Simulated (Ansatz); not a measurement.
By PBEsol, the system below comes out a metal.

Without scattering a metal conducts by its projected Fermi surface.

Given:

```yaml
crystal:
  lattice:
    - [2.97853, 0.00000, 0.00000]
    - [-0.99284, 2.80818, 0.00000]
    - [0.99284, 1.40409, 2.43196]
  atoms:
    - { symbol: Li, position: [0.00000, 0.00000, 0.00000] }
```

The cell is taken as given.

The current flows along the normal of the first two printed cell vectors, the (110) plane of the conventional cell. No spin-orbit coupling; the value is a mean over 0.1 eV about the Fermi level.

Problem. Compute, with PBEsol in Ansatz (a quantum-chemistry and plane-wave program), the ballistic conductance per area.

Solution. 0.78 × 10¹⁵ S/m² for both spins.
